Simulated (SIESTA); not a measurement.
Band structure of NaTlO (P6_3mc, 6 atoms in the cell).

```xyz
6
Lattice="3.4844 0.0000 0.0000 -1.7422 3.0176 0.0000 0.0000 0.0000 11.3946" Properties=species:S:1:pos:R:3 pbc="T T T"
Na     1.7422     1.0059    10.1855
Na     0.0000     2.0117     4.4882
Tl     0.0000     2.0117     1.3186
Tl     1.7422     1.0059     7.0159
O      0.0000     0.0000    11.2852
O      0.0000     0.0000     5.5879
```

Computed with GGA PBEsol, numerical atomic orbitals DZP, PseudoDojo PBEsol standard norm-conserving potentials (rewritten from UPF to PSML) in SIESTA.

Settings: XC.functional = GGA; XC.authors = PBEsol; potentials = PseudoDojo PBEsol standard; PAO.BasisSize = DZP; PAO.EnergyShift = 0.005 Ry; MeshCutoff = 300 Ry; kgrid.MonkhorstPack = 7 7 2; OccupationFunction = FD; ElectronicTemperature = 10 K; MaxSCFIterations = 150; SCF.Mixer.Method = Broyden; SCF.Mixer.Weight = 0.1; SCF.Mixer.History = 8; SCF.DM.Tolerance = 1.0E-05.

The starting cell comes from a database of computed structures (which also holds hypothetical and non-ambient phases and stackings), without a prior relaxation at this level. Spin-orbit coupling is off. Values carry the incompleteness of an atom-centred basis.

### Question
Predict the gap along the standard path and the places of the band edges.

### Answer
The gap along the path is 0.84 eV, from a point between M and K to Γ; the smallest direct gap on it is 1.45 eV.

Levels in eV from the top of the valence band on the path, bands 25 to 29:
| point | 25 | 26 | 27 | 28 | 29 |
|---|---|---|---|---|---|
| Γ | -0.75 | -0.75 | -0.75 | -0.61 | 0.84 |
| M | -1.19 | -1.18 | -0.64 | -0.18 | 1.78 |
| K | -1.70 | -1.57 | -0.03 | -0.03 | 3.12 |
| A | -0.75 | -0.75 | -0.75 | -0.75 | 1.81 |
| L | -1.18 | -1.18 | -0.42 | -0.42 | 2.10 |
| H | -1.63 | -1.63 | -0.02 | -0.02 | 3.10 |

Higher empty bands are left out: an atom-centred basis made for the valence describes them poorly.
